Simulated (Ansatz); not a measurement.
## BeSi (model structure, Fd-3m, No. 227, 4 atoms in the cell)

These are r²SCAN+rVV10 in Ansatz (plane waves, PAW) values and carry that method's errors.

Numerical settings: plane-wave cutoff 560 eV, 18×18×18 k mesh, Fermi–Dirac smearing 0.05 eV, scalar-relativistic PAW data made under PBE.

Cell (relaxed at this level):

```xyz
4
Lattice="0.0000 2.8216 2.8216 2.8216 0.0000 2.8216 2.8216 2.8216 0.0000" Properties=species:S:1:pos:R:3 pbc="T T T"
Be     0.0000     0.0000     0.0000
Be     1.4108     1.4108     1.4108
Si     2.8216     2.8216     2.8216
Si     4.2324     4.2324     4.2324
```

band gap: zero (no gap)

Note: the relaxation could raise the start's symmetry but not lower it, so the cell can be a saddle point.

A model structure was made by putting elements into a prototype or built by hand; it is no filed structure, need not be a known phase, and can be a saddle point held by its symmetry.

Ansatz is a quantum-chemistry and plane-wave program.
